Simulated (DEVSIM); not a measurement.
System: p-channel Si planar bulk MOSFET with SiO2, at 300 K.

```yaml
gate_length: 42 nm
source_drain_length: 40 nm
dielectric_thickness: 1 nm
lateral_straggle: 3.8 nm
underlap: 0 nm
junction_depth: 25 nm
substrate_depth: 150 nm
gate_work_function: 5.07 eV
source_and_drain_doping: 8e19 cm⁻³, Gaussian tails under the gate
body_doping: 1.8e18 cm⁻³
lifetime: 6e-8 s
supply: 0.7 V
```

All mobilities are scaled by 0.5; velocity saturation, μ/(1 + (μE/vsat)^b)^(1/b) with b = 2 for electrons and 1 for holes and E the electric field along each mesh edge, is on. Mobility is μmin + (μ − μmin)/(1 + (N/Nref)^α).

The device is made up for the run: typed textbook-type constants, with dimensions and the other settings drawn at random. Values at 300 K.

Si: gap (eV) 1.124, affinity (eV) 4.05, permittivity 11.7, Nc (cm⁻³) 2.86e19, Nv (cm⁻³) 3.1e19, μn (cm²/Vs) 1417, μp (cm²/Vs) 470, μn,min 52, μp,min 45, Nref,n 9.7e16, Nref,p 2.2e17, αn 0.68, αp 0.72, vsat,n (cm/s) 1e7, vsat,p (cm/s) 8.4e6. SiO2: gap (eV) 9, affinity (eV) 0.9, permittivity 3.9.

Model (solved in DEVSIM): 2D drift-diffusion, Boltzmann statistics, complete ionisation; no quantum confinement, tunnelling, impact ionisation, self-heating, contact resistance or fringe fields beside the gate. Metal contacts follow the ideal Schottky-Mott rule: no Fermi-level pinning, no interface dipoles.

Transfer curves, |Id| in μA/μm:

```
Vg (V)  Vd = -0.05 V  Vd = -0.7 V
------  ------------  -----------
0.21       0.0001211     0.002084
0.175      0.0003168     0.004819
0.14       0.0008373      0.01139
0.105       0.002230      0.02744
0.07        0.005967      0.06705
0.035        0.01600       0.1653
0            0.04287       0.4049
-0.035        0.1141       0.9716
-0.07         0.2985        2.257
-0.105        0.7547        4.938
-0.14          1.791        9.918
-0.175         3.824        18.02
-0.21          7.158        29.37
-0.245         11.70        43.88
-0.28          17.03        61.33
-0.315         22.67        81.19
-0.35          28.37        103.3
-0.385         33.93        127.3
-0.42          39.30        153.0
-0.455         44.45        180.1
-0.49          49.37        208.6
-0.525         54.07        238.2
-0.56          58.56        269.0
-0.595         62.84        300.6
-0.63          66.94        333.0
-0.665         70.87        366.1
-0.7           74.62        399.9
```

Task: Work out the subthreshold swing at low drain bias from the rows at 0.07 and 0.035 V, and compare it with the thermal limit.

Result: log10(0.01600/0.005967) = 0.428 over 35.0 mV, so S = 81.7 mV/decade. The limit kT/q ln 10 is 59.5 mV/decade; the ratio is 1.37. This is the steepest step of the table.

Task: Find both thresholds at the constant current 0.1 μA × (1 μm/L) a micrometre, and the DIBL.

Result: The current is 2.38 μA/μm. Interpolating ln Id gives -0.153 V and -0.072 V; their difference over the 0.65 V of drain bias is 120 mV/V.

Source and drain are degenerate, where Boltzmann statistics are only rough. The electric field that drives the saturation includes the junctions' built-in field, which lowers the mobility there even at small currents: subthreshold currents come out too low, a known weakness of this choice.
